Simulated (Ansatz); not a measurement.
**CH4 on graphene, one in a 3x3 cell, started at the site 'top C'**

Computed with PBE with D3(BJ) dispersion (plane waves to 420 eV, PAW; Ansatz, a quantum-chemistry and plane-wave program).

Set-up: 23 atoms; mesh 4x4x1; 0.05 eV smearing; dipole correction on; 1 atoms held, the rest relaxed; no symmetry held; no spin, no spin-orbit, no U. At the end no host atom lies within bonding distance. In D3-corrected PBE it is, or lies within 0.03 eV of, the lowest of the starts that converged.

The adsorption energy against CH4(g) is -0.14 eV and the work function of the top face is 4.26 eV. The change of the work function is 0.016 eV and the change of the step from the bottom to the top vacuum level, against the clean slab comes out as 0.012 eV. The energy released by relaxation is 1.29 eV and the height of the binding atom over the mean of the host atoms within 0.3 Å of the top one is 3.406 Å. The nearest host atoms of the binding atom comes out as C at 3.42 Å, C at 3.69 Å, C at 3.70 Å, the largest move of a host atom comes out as 0.01 Å and the cost comes out as about 7 core-minutes (a rough figure).

A negative adsorption energy means that the adsorbate is more stable on the surface than in its reference.
